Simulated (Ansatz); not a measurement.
For CsCl-type RuAl, LDA in Ansatz (plane waves, PAW) gives:

| Quantity | Value |
|---|---|
| lattice constant a | 2.954 Å |
| bulk modulus B0 | 232 GPa |
| cohesive energy | 7.04 eV/atom |
| zone-centre TO phonon frequency | 325 cm⁻¹ |
| elastic constant C11 | 356 GPa |
| elastic constant C44 | 141 GPa |
| Voigt–Reuss–Hill shear modulus | 119 GPa |
| formation enthalpy | -0.645 eV/atom |

Question: What does r²SCAN in Ansatz (PAW) give for the same quantities?

Answer: 
- lattice constant a: 2.982 Å (rises by 0.9 %)
- bulk modulus: 221 GPa (falls by 4.7 %)
- cohesive energy: 5.66 eV/atom (shrinks by 1.38 eV/atom)
- zone-centre TO phonon frequency: 323 cm⁻¹ (hardly moves)
- elastic constant C11: 347 GPa (decreases by 2.5 %)
- elastic constant C44: 137 GPa (shrinks by 2.8 %)
- Voigt–Reuss–Hill shear modulus: 118 GPa (stays essentially unchanged)
- formation enthalpy: -0.714 eV/atom (moves by -0.069 eV/atom)

For comparison: lattice constant a 2.992 Å (measured, temperature not stated, copied from a table, unchecked, no zero-point or thermal correction; as tabulated in Acta Metallurgica 41, 863 (1993)); formation enthalpy -0.644 ± 0.02 eV/atom (measured, 298 K, copied from a table, unchecked, no zero-point or thermal correction; as tabulated in Wang et al. (2021), doi:10.1038/s41598-021-94550-5).

Changes are worked out from the printed values.

Unless a cell is named, each level is at its own relaxed cell (LDA 12.88, r²SCAN 13.26 Å³/atom).

Ansatz's density-functional and Hartree–Fock values are scalar-relativistic unless marked +SOC, with PAW data made under PBE.

Ansatz is an electronic-structure program.
